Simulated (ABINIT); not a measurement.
A self-consistent single point of BiSbPd2 (P-6m2, 4 atoms in the cell) with ABINIT.

Level of theory: PBEsol, PAW (JTH v2.0 PBE PAW, files made for PBE) (plane waves; ABINIT).

The change in words: lattice scaled by 0.98. Reference geometry:
```yaml
crystal:
  lattice:
    - [4.13436, 0.00000, 0.00000]
    - [-2.06718, 3.58046, 0.00000]
    - [0.00000, 0.00000, 5.61679]
  atoms:
    - { symbol: Sb, position: [0.66667, 0.33333, 0.00000] }
    - { symbol: Bi, position: [0.00000, 0.00000, 0.50000] }
    - { symbol: Pd, position: [0.33333, 0.66667, 0.75651] }
    - { symbol: Pd, position: [0.33333, 0.66667, 0.24349] }
```

Reference input (self-consistent single point, DFT, PBEsol, plane waves, PAW (JTH v2.0 PBE PAW, files made for PBE)): pseudos = [Sb.GGA_PBE-JTH.xml, Bi.GGA_PBE-JTH.xml, Pd.GGA_PBE-JTH.xml]; ecut = 653 eV; pawecutdg = 1306 eV; ixc = -116133; occopt = 3; tsmear = 0.00367493 Ha; ngkpt = 6 6 4; nshiftk = 1; shiftk = 0 0 0; potentials = JTH v2.0 PBE PAW; nband = 42; kptopt = 1. This run's input differs from it in these lines:

```diff
@@ -5,5 +5,5 @@
 rprim
-         7.8128113122    0.0000001318    0.0000000000
-        -3.9064057702    6.7660930055    0.0000000000
-         0.0000000000    0.0000000000   10.6141947995
+         7.6565555746   -0.0000003514    0.0000000000
+        -3.8282774829    6.6307718088    0.0000000000
+         0.0000000000    0.0000000000   10.4019105256
 natom 4
```

Log, with long lists cut:

```
--- !BeginCycle
solver: {iscf: 17, nstep: 50, nline: 4, wfoptalg: 10, }
tolerances: {toldfe: 1.00E-09, }
...

     iter   Etot(hartree)      deltaE(h)  residm     nres2
 ETOT  1  -384.13772454743    -3.841E+02 6.650E+01 5.829E+02
 ETOT  2  -414.94632438902    -3.081E+01 5.156E-01 3.951E+02
 ETOT  3  -412.55082423056     2.396E+00 2.022E+00 1.179E+02
 ETOT  4  -412.57690220327    -2.608E-02 7.722E-02 4.054E+01
 ETOT  5  -412.56173853135     1.516E-02 8.177E-02 3.933E+01
   [... 19 lines left out ...]
 ETOT 25  -412.44733206087    -6.648E-09 1.500E-04 7.330E-08
 ETOT 26  -412.44733206282    -1.946E-09 1.624E-04 6.763E-09
 ETOT 27  -412.44733206355    -7.328E-10 1.889E-04 1.178E-09
 ETOT 28  -412.44733206373    -1.742E-10 2.031E-04 1.997E-10
 At SCF step   28, etot is converged :
  for the second time, diff in etot=  1.742E-10 < toldfe=  1.000E-09

 Cartesian components of stress tensor (hartree/bohr^3)
  sigma(1 1)= -3.54144494E-04  sigma(3 2)=  0.00000000E+00
  sigma(2 2)= -3.54144494E-04  sigma(3 1)=  0.00000000E+00
  sigma(3 3)= -3.71046968E-04  sigma(2 1)= -4.01887052E-13

 ----iterations are completed or convergence reached----

 reduced coordinates (array xred) for    4 atoms
       0.666666666700      0.333333333300      0.000000000000
       0.000000000033     -0.000000000033      0.500000000000
       0.333333333367      0.666666666633      0.756510000000
       0.333333333367      0.666666666633      0.243490000000
 cartesian forces (eV/Angstrom) at end:
    1      0.00000000000000    -0.00000000000000    -0.00000000000000
   [... lines left out ...]
 Fermi (or HOMO) energy (hartree) =   0.40041   Average Vxc (hartree)=  -0.41152
   [... lines left out ...]
'-kT*entropy'       : -2.46957677280781E-03
total_energy        : -4.12447332541873E+02
total_energy_eV     : -1.12232626878300E+04
...

-Cartesian components of stress tensor (GPa)         [Pressure=  1.0585E+01 GPa]
- sigma(1 1)= -1.04192890E+01  sigma(3 2)=  0.00000000E+00
- sigma(2 2)= -1.04192890E+01  sigma(3 1)=  0.00000000E+00
- sigma(3 3)= -1.09165769E+01  sigma(2 1)= -1.18239233E-08

 Calculation completed.
```

The run converged in 28 iterations. 

The starting cell comes from a database of computed structures (which also holds hypothetical and non-ambient phases and stackings), without a prior relaxation at this level. Its lattice was rescaled by a random factor within 2.5 % of one. For this run, on top of that: lattice scaled by 0.98. Spin polarisation is off. The potentials were made for another functional than the one used. With a pressure of about 11 GPa the cell is away from its equilibrium volume at this level.

These are the values that this program gave, and no reference: the one-centre exchange-correlation terms come from a truncated expansion.

Cost on one core of a shared machine: roughly 3 min.
